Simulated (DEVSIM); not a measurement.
Structure: illuminated Si n-on-p cell, one wavelength, with a back-surface field, at 400 K.

```csv
layer (left to right),material,thickness (μm),Nd (cm⁻³),Na (cm⁻³),τn (s),τp (s),absorption coefficient (cm⁻¹)
1,Si,0.780,8.3e17,-,3.1e-6,6.8e-7,210
2,Si,93.0,-,2.2e17,7.1e-6,7.1e-6,210
3,Si,0.220,-,7.2e18,7.1e-6,7.1e-6,210
```

Left contact: ohmic, minority hole recombination velocity 1e5 cm/s. Right contact: ohmic, minority electron recombination velocity 1e5 cm/s. Voltage is applied to the left contact. Recombination: SRH at mid-gap, radiative, Auger. Gap narrowing is on: ΔEg = 6.92 meV × (l + √(l² + 0.5)), l = ln(N/1.3e17 cm⁻³), shared equally by both band edges. Light enters at the left, 2e18 photons cm⁻² s⁻¹, one pass, no reflection. Mobility is constant in doping.

Constants are typed, rounded textbook-type inputs, not results; the design itself was drawn at random and stands for no fabricated device. Values at 300 K; Nc and Nv go as T^1.5, mobilities as T to minus their exponent, the gap by Varshni's rule with the affinity fixed.

| parameter | Si |
|---|---|
| gap (eV) | 1.124 |
| affinity (eV) | 4.05 |
| permittivity | 11.7 |
| Nc (cm⁻³) | 2.86e19 |
| Nv (cm⁻³) | 3.1e19 |
| μn (cm²/Vs) | 1417 |
| μp (cm²/Vs) | 470 |
| T exponent of μn | 2.3 |
| T exponent of μp | 2.2 |
| B (cm³/s) | 4.7e-15 |
| Cn (cm⁶/s) | 2.8e-31 |
| Cp (cm⁶/s) | 9.9e-32 |
| Varshni α (eV/K) | 0.000473 |
| Varshni β (K) | 636 |

Model (solved in DEVSIM): 1D drift-diffusion, Boltzmann statistics, complete ionisation; no tunnelling, impact ionisation, image-force lowering or self-heating.

Task: Tabulate band edges, carrier densities and field at -0.9 V on the left contact, in the dark.

Result: Energies count from the Fermi level of the right contact; mesh points crowd at the junctions.

```
x (μm)   Ec (eV)  Ev (eV)  n (cm⁻³)  p (cm⁻³)  field (V/cm)
-------  -------  -------  --------  --------  ------------
0.000      1.037   -0.033    8.3e17    1.6e16         -1200
0.04639    1.036   -0.034    8.5e17    1.7e16           ≈ 0
0.1691     1.036   -0.034    8.5e17    1.9e16           ≈ 0
0.4876     1.036   -0.034    8.5e17    2.4e16           ≈ 0
0.7254     1.036   -0.034    8.6e17    2.9e16           ≈ 0
0.7760     1.053   -0.017    5.2e17    4.9e16         32000
0.8174     1.129    0.042    5.8e16    2.7e17           700
1.023      1.129    0.042    5.7e16    2.8e17           -23
1.526      1.128    0.041    5.7e16    2.8e17           -23
3.074      1.124    0.037    5.6e16    2.8e17           -23
7.729      1.113    0.026    5.6e16    2.8e17           -23
29.84      1.061   -0.026    5.5e16    2.7e17           -24
68.58      0.969   -0.118    5.6e16    2.8e17           -24
85.42      0.929   -0.157    6.1e16    2.8e17           -23
91.79      0.915   -0.172    6.4e16    2.8e17           -23
93.14      0.912   -0.175    6.5e16    2.9e17           -23
93.58      0.911   -0.176    6.5e16    2.9e17           -23
93.73      0.910   -0.176    6.5e16    2.9e17            70
93.79      0.975   -0.065    1.0e16    7.2e18          1600
93.84      0.975   -0.065    9.7e15    7.2e18           ≈ 0
93.94      0.975   -0.065    9.3e15    7.2e18           ≈ 0
94.00      0.975   -0.065    9.1e15    7.2e18          -200
```
